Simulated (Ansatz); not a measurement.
Seebeck coefficient (μV/K, mean over directions) of n-type LiF (Fm-3m) against carrier density, Ansatz (a program for electronic structure) with r2SCAN, rigid bands. Computed gap 10.20 eV; densities at which minority carriers matter at this gap, or further valleys turn the trend, are left out. Conductivity mass 0.89 mₑ (harmonic mean over directions), N_c = 2.2e19 cm⁻³ at 300 K.

| electron density | 300 K | 500 K |
|---|---|---|
| 1e16 cm⁻³ | -873 | -940 |
| 1e17 cm⁻³ | -675 | -741 |
| 1e18 cm⁻³ | -477 | -543 |
| 3e18 cm⁻³ | -383 | -449 |
| 1e19 cm⁻³ | -282 | [?] |
| 3e19 cm⁻³ | -194 | [?] |
| 1e20 cm⁻³ | -111 | -162 |
| 3e20 cm⁻³ | -59 | -93 |
| 1e21 cm⁻³ | -27 | [?] |

### Question
What belongs in the gaps?

### Answer

- 1e19 cm⁻³, 500 K: -346
- 3e19 cm⁻³, 500 K: -255
- 1e21 cm⁻³, 500 K: -45

Rigid bands with a gap fixed in temperature, one relaxation time for all states, no polarons or phonon drag, and whether or not such doping can be reached. Spin-orbit coupling is left out. Geometry: cell and atoms relaxed with PBEsol.
